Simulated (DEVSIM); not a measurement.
Device: abrupt GaP n-p junction, at 250 K.

Layer 1 from the left is GaP, thickness (μm) 20.0, Nd (cm⁻³) 5.7e16, τn (s) 7.4e-7, τp (s) 7.4e-7. Layer 2 from the left is GaP, thickness (μm) 220, Na (cm⁻³) 1.5e17, τn (s) 7.4e-7, τp (s) 7.4e-7.

Left contact: ohmic. Right contact: ohmic. Voltage is applied to the left contact. Recombination: SRH at mid-gap, radiative, Auger. Mobility is constant in doping.

This is a model device: material constants are rounded textbook-type values typed into the input, and sizes, dopings and lifetimes were drawn at random. Values at 300 K; Nc and Nv go as T^1.5, mobilities as T to minus their exponent, the gap by Varshni's rule with the affinity fixed.

GaP: gap (eV) 2.26, affinity (eV) 3.8, permittivity 11.1, Nc (cm⁻³) 1.8e19, Nv (cm⁻³) 1.9e19, μn (cm²/Vs) 250, μp (cm²/Vs) 150, T exponent of μn 1.6, T exponent of μp 1.98, B (cm³/s) 1e-13, Cn (cm⁶/s) 1e-30, Cp (cm⁶/s) 1e-30, Varshni α (eV/K) 0.00058, Varshni β (K) 372.

Model (solved in DEVSIM): 1D drift-diffusion, Boltzmann statistics, complete ionisation; no tunnelling, impact ionisation, image-force lowering or self-heating.

Dark forward current:

| |V| (V) | |J| (A/cm²) |
|---|---|
| 1.00 | 1.363e-13 |
| 1.05 | 4.462e-13 |
| 1.10 | 1.463e-12 |
| 1.15 | 4.808e-12 |
| 1.20 | 1.582e-11 |
| 1.25 | 5.217e-11 |
| 1.30 | 1.725e-10 |
| 1.35 | 5.719e-10 |
| 1.40 | 1.904e-9 |
| 1.45 | 6.386e-9 |
| 1.50 | 2.173e-8 |
| 1.55 | 7.646e-8 |
| 1.60 | 2.923e-7 |
| 1.65 | 1.333e-6 |
| 1.70 | 7.979e-6 |
| 1.75 | 6.199e-5 |
| 1.80 | 0.0005640 |
| 1.85 | 0.005498 |
| 1.90 | 0.05452 |
| 1.95 | 0.5013 |
| 2.00 | 2.994 |
| 2.05 | 8.902 |
| 2.10 | 17.14 |
| 2.15 | 26.72 |
| 2.20 | 37.20 |
| 2.25 | 48.39 |

Question: Work out the local ideality factor n = ΔV / (kT/q · ln(J2/J1)) between the rows 1.00 and 1.05 V, 1.85 and 1.90 V, 2.20 and 2.25 V.

Answer: kT/q = 21.54 mV. From 1.00 to 1.05 V: ln(4.462e-13/1.363e-13) = 1.186, n = 1.96, near the 2 of recombination in the depletion region. From 1.85 to 1.90 V: ln(0.05452/0.005498) = 2.294, n = 1.01, near the 1 of diffusion or emission over a barrier. From 2.20 to 2.25 V: ln(48.39/37.20) = 0.263, n = 8.83.

Question: Estimate the current at 1.85 V from the Shockley equation with J0 = Σ q ni² D/(N L) coth(W/L), τ joining the SRH, radiative and Auger lifetimes that are on, and W taken as the whole layer.

Answer: ni² = 2.18e-8 cm⁻⁶; holes in the n layer: μ = 215 cm²/Vs, D = 4.64 cm²/s, τ = 7.35e-7 s, L = 18.5 μm, W/L = 1.1, term 1.94e-40 A/cm²; electrons in the p layer: μ = 335 cm²/Vs, D = 7.21 cm²/s, τ = 7.20e-7 s, L = 22.8 μm, W/L = 9.7, term 7.37e-41 A/cm². J0 = 2.68e-40 A/cm², and J = J0 exp(qV/kT) = 0.00534 A/cm². The simulation gives 0.00550 A/cm²; the estimate lies 2.9 % below. The estimate leaves out recombination in the depletion region and that region's share of W.
